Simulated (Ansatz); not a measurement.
MoP under a change: x(Sb) = 0.75, 8 atoms, Cmm2

Take MoP (space group P-6m2, No. 187; a = 3.2063 Å, c = 3.1738 Å) as the base.

The other end (x = 1) is MoSb (space group P-6m2, No. 187; a hypothetical phase, not in the database extracts checked): 19.26 Å³/atom, gap zero; this end may not be an ambient phase.

One thing is altered: Sb replaces 75.0 % of the P, ordered in a cell of 8 atoms (starting symmetry Cmm2) and fully relaxed.

Calculations: Kohn–Sham DFT with the PBEsol functional, run in Ansatz (a quantum-chemistry and plane-wave program) with PAW and 420 eV plane waves, without spin-orbit coupling. k-mesh 10×10×8 (Γ-centred); smearing 0.05 eV (Fermi–Dirac), for the changed cell.

```csv
quantity,base,changed,shift
volume per atom,14.13 Å³,18.00 Å³,+3.87 Å³
density,7.46 g/cm³,8.99 g/cm³,+1.537 g/cm³
shortest interatomic distance,243.8 pm,248.5 pm,+4.7 pm
band gap,zero,zero,–
mixing energy (to 0.01 eV only: unlike meshes or grids) (against an end that may be hypothetical),–,+0.10 eV/atom,–
mean first-shell distances,–,"P–Mo 2.553 Å (end compound 2.438 Å), Sb–Mo 2.690 Å (end compound 2.710 Å)",–
```

Final structure:

```
Mo4Sb3P
1.0
    3.39680    -3.50639     0.00000
    3.39680     3.50639     0.00000
    0.00000     0.00000     6.04491
Mo Sb P
4 3 1
Direct
  0.23117   0.76883   0.97347
  0.76883   0.23117   0.97347
  0.00000   0.50000   0.52014
  0.50000   0.00000   0.52014
  0.74037   0.74037   0.17151
  0.25963   0.25963   0.17151
  0.50000   0.50000   0.67454
  0.00000   0.00000   0.66189
```

Each cell is one ordered arrangement of few atoms, which overstates ordering effects compared with a random alloy. Whether these cells are dynamically stable was not tested. The final runs are not spin-polarised. An odd electron count without spin: MoP and MoSb.
